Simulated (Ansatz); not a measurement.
The starting structures come from a database of crystals and need not be the phases stable at ambient conditions.

 Where the default PAW files enter, the runs use the earlier of Ansatz's two default sets.

Tunnelling through a barrier is set by its complex band structure: the current falls as exp(−2κd) with the smallest κ.

Data:

```
CELL_PARAMETERS angstrom
      4.38495    -0.05140     0.17408
     -1.85630    14.14346     0.02949
      1.85630    -1.12613     3.81401
ATOMIC_POSITIONS crystal
  Hg 0.65033 0.99874 0.64907
  Hg 0.34967 0.49874 0.84842
  I  0.60857 0.36265 0.97122
  I  0.39143 0.86265 0.25408
  I  0.09104 0.63531 0.72635
  I  0.90896 0.13531 0.04427
```

Space group of this cell: Cmc2_1. The cell was relaxed by PBE-D3(BJ); by r2SCAN its mean pressure is 0.5 GPa.

Transport runs along the normal of the first two printed cell vectors.

The gap is the functional's own. No spin-orbit coupling. Mid-gap values are interpolated on the energy grid.

Task: State the band gap and the smallest decay constant κ at mid-gap according to r2SCAN (Ansatz, a program for electronic structure).

Result: Gap 1.99 eV on a 8×8×8 mesh; κ = 0.241 1/Å, at (0.000, 0.500) of the in-plane reciprocal vectors. At the zone centre, at the nearest computed energy, the slowest state has κ = 0.24 1/Å.
